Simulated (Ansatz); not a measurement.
The reference is Mg in the hcp (Mg type) structure (space group P6_3/mmc, No. 194; relaxed with 0.1 eV smearing).

```xyz
2
Lattice="3.1952 0.0000 0.0000 -1.5976 2.7671 0.0000 0.0000 0.0000 5.1966" Properties=species:S:1:pos:R:3 pbc="T T T"
Mg     1.5976     0.9224     3.8974
Mg     0.0000     1.8448     1.2991
```

Cartesian axes are those of the cell as printed.

Method: PBE (Ansatz, a first-principles code; PAW; 420 eV plane waves; spin-orbit coupling left out).

For the base:

```
Property    Value
--------  -------
Pressure  0.0 GPa
```

One thing is altered: biaxial strain +3.00 %, plane normal [001], relaxed out of plane (Cartesian); in-plane vectors clamped, the third vector and the atoms free.

Q: What does the calculation give for the ratio −ε⊥/ε∥ after the change?

A: The ratio −ε⊥/ε∥ comes out as 0.65.

Q: How does this affect the pressure?

A: The pressure (mean of the normal stresses, compression positive) goes from zero to -1.2 GPa.

Stability against distortions was not tested.
